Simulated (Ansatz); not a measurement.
A computed series for BaTe: response to strain

Consider BaTe in the rock salt structure (space group Fm-3m, No. 225).

```cif
data_BaTe
_chemical_formula_sum 'Ba1 Te1'
_space_group_name_H-M_alt 'P 1'
_space_group_IT_number 1
_cell_length_a 4.99530
_cell_length_b 4.99530
_cell_length_c 4.99530
_cell_angle_alpha 60.000
_cell_angle_beta 60.000
_cell_angle_gamma 60.000
loop_
_space_group_symop_operation_xyz
  'x, y, z'
loop_
_atom_site_label
_atom_site_type_symbol
_atom_site_fract_x
_atom_site_fract_y
_atom_site_fract_z
_atom_site_occupancy
Ba1 Ba 0.00000 0.00000 0.00000 1
Te1 Te 0.50000 0.50000 0.50000 1
```

Strains are applied to the cell and any free atomic positions relax.

Level of theory: PBE (Ansatz, an electronic-structure program), no spin-orbit coupling.

Candidates:
(a) isotropic strain +1.50 %
(b) isotropic strain −2.00 %
(c) isotropic strain −0.50 %
(d) isotropic strain +3.00 %
(e) isotropic strain −3.00 %

Notes on the quantities. energy relative to the base: free energy F.

Q: Order them by energy relative to the base, lowest first.

A: (c) isotropic strain −0.50 % (+0.9 meV/atom), (a) isotropic strain +1.50 % (+7.6 meV/atom), (b) isotropic strain −2.00 % (+15 meV/atom), (d) isotropic strain +3.00 % (+29 meV/atom), (e) isotropic strain −3.00 % (+35 meV/atom)

Whether these cells are dynamically stable was not tested.
